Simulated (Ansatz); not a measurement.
Cells marked so need not be the phases stable at ambient conditions, and some may be hypothetical.

 Where the default PAW files enter, the runs use the earlier of Ansatz's two default sets.

The gap is the functional's own, uncorrected, and κ follows it; spin-orbit coupling is left out. Mid-gap values are interpolated between the computed energies.

A. GaS (P6_3/mmc, not sure to be the ambient phase, 8 atoms a cell, 21.6 Å³ an atom), along the normal of (110)
B. MoSe2 (R3m, not sure to be the ambient phase, 3 atoms a cell, 19.7 Å³ an atom), along the normal of (110)
C. MgCdTe2 (P-4m2, not sure to be the ambient phase, 4 atoms a cell, 34.5 Å³ an atom), along the normal of (110)

Put the candidates in order of mid-gap decay constant of the slowest evanescent state, lowest first, for PBEsol in Ansatz (a first-principles code).

C (0.10 1/Å), A (0.16 1/Å), B (0.19 1/Å)
